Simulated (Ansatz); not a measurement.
Defect migration in hcp Ru: interstitial Si, neutral cell. These are PBE, PAW (plane waves to 420 eV; Ansatz, a quantum-chemistry and plane-wave program) values and carry that method's errors.

36-site cell at the relaxed PBE lattice, a 2×2×2 k-point mesh shifted by half a step along c, smearing 0.10 eV, spin-restricted, no finite-size correction. Static, classical nuclei. Sites that were not tried may lie lower.

Barriers: single points on a 4×4×4 k-point mesh shifted by half a step along c at the bands' geometries (they differ from the bands' own by up to 0.20 eV, and are uncertain by about as much).

Relaxed starting cell (atoms counted from 1):

```
CELL_PARAMETERS angstrom
      8.16420     0.00000     0.00000
     -4.08210     7.07041     0.00000
      0.00000     0.00000     8.58609
ATOMIC_POSITIONS crystal
  Ru 0.12463 0.25241 0.14483
  Ru 0.11097 0.22515 0.62268
  Ru 0.11105 0.55681 0.12450
  Ru 0.10834 0.55544 0.62795
  Ru 0.12436 0.87471 0.14471
  Ru 0.11096 0.88822 0.62267
  Ru 0.44524 0.22392 0.12689
  Ru 0.45034 0.22646 0.61565
  Ru 0.44243 0.55680 0.12448
  Ru 0.44377 0.55546 0.62799
  Ru 0.44244 0.88823 0.12451
  Ru 0.44378 0.89088 0.62793
  Ru 0.77536 0.22386 0.12691
  Ru 0.77277 0.22645 0.61553
  Ru 0.77529 0.55396 0.12691
  Ru 0.77274 0.54882 0.61566
  Ru 0.74688 0.87459 0.14489
  Ru 0.77403 0.88824 0.62269
  Ru 0.22325 0.11286 0.37917
  Ru 0.25037 0.12635 0.85712
  Ru 0.22448 0.45233 0.38628
  Ru 0.22194 0.44717 0.87495
  Ru 0.22451 0.77475 0.38616
  Ru 0.22197 0.77728 0.87496
  Ru 0.55349 0.11031 0.37388
  Ru 0.55483 0.11298 0.87741
  Ru 0.55349 0.44570 0.37395
  Ru 0.55483 0.44439 0.87737
  Ru 0.54689 0.77473 0.38629
  Ru 0.55211 0.77733 0.87495
  Ru 0.88638 0.11288 0.37920
  Ru 0.87269 0.12655 0.85696
  Ru 0.88888 0.44571 0.37387
  Ru 0.88623 0.44438 0.87738
  Ru 0.88631 0.77592 0.37922
  Ru 0.87288 0.74887 0.85711
  Si 0.99849 0.00074 0.00088
```

End state 1 differs by these moves (Å; atoms that move under 0.08 Å are left out):

```json
[
 {"atom": "1", "element": "Ru", "Δx": "0.02", "Δy": "-0.20", "Δz": "-0.15"},
 {"atom": "2", "element": "Ru", "Δx": "0.05", "Δy": "0.01", "Δz": "-0.06"},
 {"atom": "5", "element": "Ru", "Δx": "-0.17", "Δy": "0.10", "Δz": "-0.17"},
 {"atom": "8", "element": "Ru", "Δx": "-0.08", "Δy": "0.00", "Δz": "0.00"},
 {"atom": "10", "element": "Ru", "Δx": "0.00", "Δy": "-0.05", "Δz": "-0.11"},
 {"atom": "11", "element": "Ru", "Δx": "-0.17", "Δy": "-0.10", "Δz": "0.17"},
 {"atom": "13", "element": "Ru", "Δx": "0.02", "Δy": "0.20", "Δz": "0.15"},
 {"atom": "14", "element": "Ru", "Δx": "0.05", "Δy": "-0.01", "Δz": "0.06"},
 {"atom": "16", "element": "Ru", "Δx": "0.00", "Δy": "0.05", "Δz": "0.11"},
 {"atom": "17", "element": "Ru", "Δx": "0.37", "Δy": "0.00", "Δz": "0.00"},
 {"atom": "20", "element": "Ru", "Δx": "-0.17", "Δy": "-0.09", "Δz": "0.17"},
 {"atom": "21", "element": "Ru", "Δx": "0.00", "Δy": "-0.05", "Δz": "-0.11"},
 {"atom": "23", "element": "Ru", "Δx": "-0.08", "Δy": "0.00", "Δz": "0.00"},
 {"atom": "26", "element": "Ru", "Δx": "-0.17", "Δy": "0.10", "Δz": "-0.17"},
 {"atom": "29", "element": "Ru", "Δx": "0.05", "Δy": "0.01", "Δz": "-0.06"},
 {"atom": "30", "element": "Ru", "Δx": "0.02", "Δy": "-0.20", "Δz": "-0.15"},
 {"atom": "32", "element": "Ru", "Δx": "0.37", "Δy": "0.00", "Δz": "0.00"},
 {"atom": "33", "element": "Ru", "Δx": "0.00", "Δy": "0.05", "Δz": "0.11"},
 {"atom": "35", "element": "Ru", "Δx": "0.05", "Δy": "-0.01", "Δz": "0.06"},
 {"atom": "36", "element": "Ru", "Δx": "0.02", "Δy": "0.20", "Δz": "0.15"},
 {"atom": "37", "element": "Si", "Δx": "-2.71", "Δy": "0.00", "Δz": "0.00"}
]
```

Q: Predict the forward and backward barriers to end state 1 from PBE, PAW.

A: forward 0.88 eV, backward 0.88 eV; at the saddle point atom 37 has neighbours 2 Ru at 2.04, 4 Ru at 2.39 Å. The saddle point's order was not checked, and it lies on a symmetry element of the cell, where a band can be held.

End state 2 differs by these moves (Å; atoms that move under 0.08 Å are left out):

```tsv
atom	element	Δx	Δy	Δz
1	Ru	0.00	0.00	-0.33
5	Ru	0.00	0.00	-0.33
8	Ru	0.00	0.00	0.17
14	Ru	0.00	0.00	0.17
16	Ru	0.00	0.00	0.17
17	Ru	0.00	0.00	-0.33
19	Ru	0.17	0.10	0.13
20	Ru	-0.17	-0.10	0.13
21	Ru	0.00	-0.04	-0.09
22	Ru	0.00	0.04	-0.09
23	Ru	-0.03	0.02	-0.08
24	Ru	0.03	-0.02	-0.08
29	Ru	0.03	0.02	-0.09
30	Ru	-0.03	-0.02	-0.09
31	Ru	-0.17	0.10	0.13
32	Ru	0.17	-0.10	0.13
35	Ru	0.00	-0.19	0.13
36	Ru	0.00	0.19	0.13
37	Si	0.00	0.00	2.14
```

Q: Give the forward and backward barriers to end state 2 at the level PBE, PAW.

A: forward 1.35 eV, backward 1.35 eV; at the saddle point atom 37 has neighbours 3 Ru at 2.01 Å. The saddle point's order was not checked, and it lies on a symmetry element of the cell, where a band can be held.
